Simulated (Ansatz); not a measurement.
## BaC₂ (I4/mmm, No. 139, 3 atoms in the cell; start mp-1735)

Computed with PBEsol (Ansatz, a program for electronic structure, plane waves, PAW).

Settings: plane-wave cutoff 500 eV, 12×12×12 k mesh, gaussian smearing 0.02 eV, scalar-relativistic PAW data made under PBE.

Cell (relaxed at this level):

```xyz
3
Lattice="-2.1567 2.1567 3.5848 2.1567 -2.1567 3.5848 2.1567 2.1567 -3.5848" Properties=species:S:1:pos:R:3 pbc="T T T"
Ba     0.0000     0.0000     0.0000
C      0.0000     0.0000     4.2156
C      0.0000     0.0000     2.9540
```

```json
{
  "band_gap": "1.37 eV (on the SCF k mesh)"
}
```

Note: the relaxation could not lower the start's symmetry, so the cell can be a saddle point above a distorted one.

Spin–orbit coupling is not included.

Static lattice: no zero-point or thermal effects.

It cost roughly 2.2 core-minutes of CPU time.

A start named mp-… is a Materials Project structure, which need not be a measured phase.
